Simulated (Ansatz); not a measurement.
## Pressure series in BAs

Consider BAs in the zinc blende structure (space group F-43m, No. 216; a = 4.768 Å).

Cell and atoms are relaxed at each pressure.

Levels (all Ansatz, a program for electronic structure, PAW): PBEsol (420 eV, scalar-relativistic without spin-orbit coupling); r2SCAN (500 eV, no spin-orbit coupling); HSE06 (420 eV, spin-orbit coupling left out).

Band gaps by level, all at the geometries relaxed with PBEsol:

```tsv
case	PBEsol	r2SCAN	HSE06
base	1.08 eV	1.37 eV	1.82 eV
pressure −2 GPa	1.10 eV	1.38 eV	1.84 eV
pressure −1 GPa	1.09 eV	1.38 eV	1.83 eV
pressure 2.1 GPa	1.07 eV	1.35 eV	1.81 eV
pressure 4.5 GPa	1.05 eV	1.33 eV	1.79 eV
pressure 15 GPa	0.99 eV	1.27 eV	1.73 eV
pressure 22.5 GPa	0.95 eV	1.23 eV	1.69 eV
pressure 30 GPa	0.92 eV	1.19 eV	1.65 eV
```

Single points use the geometry relaxed with PBEsol. The hybrid gap comes from the SCF mesh plus the semilocal run's edge points and a few special points and is an upper bound. Load acts through the strain it causes; cell and atoms are relaxed under it. Stability against distortions was not tested. Competing high-pressure phases were not computed.
